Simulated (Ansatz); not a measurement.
The reference is LiNbO3 (space group R3c, No. 161).

```xyz
10
Lattice="2.5949 1.4982 4.6719 -2.5949 1.4982 4.6719 0.0000 -2.9963 4.6719" Properties=species:S:1:pos:R:3 pbc="T T T"
Li     0.0000     0.0000     9.8478
Li     0.0000     0.0000     2.8400
Nb     0.0000     0.0000    13.7893
Nb     0.0000     0.0000     6.7815
O     -0.6421     1.4586     8.2375
O      1.5842    -0.1732     8.2375
O     -0.9421    -1.2854     8.2375
O      1.0107     1.3250     5.9016
O      0.6421    -1.5378     5.9016
O     -1.6528     0.2128     5.9016
```

Calculations: PBE (Ansatz, a quantum-chemistry and plane-wave program, PAW, without spin-orbit coupling).

For the base:

```
Property              Result
-------------------  -------
Lattice parameter a  5.190 Å
c/a ratio              2.701
```

One thing is altered: cell and atoms relaxed at a pressure of 9 GPa.

**Question.** Predict the new lattice parameter a.

**Answer.** The lattice parameter a decreases by 0.131 Å, from 5.190 Å to 5.059 Å.

**Question.** What does the calculation give for the c/a ratio after the change?

**Answer.** The c/a ratio rises by 0.0127 (2.701 → 2.713).

Load acts through the strain it causes; cell and atoms are relaxed under it. Stability against distortions was not tested. Competing high-pressure phases were not computed.
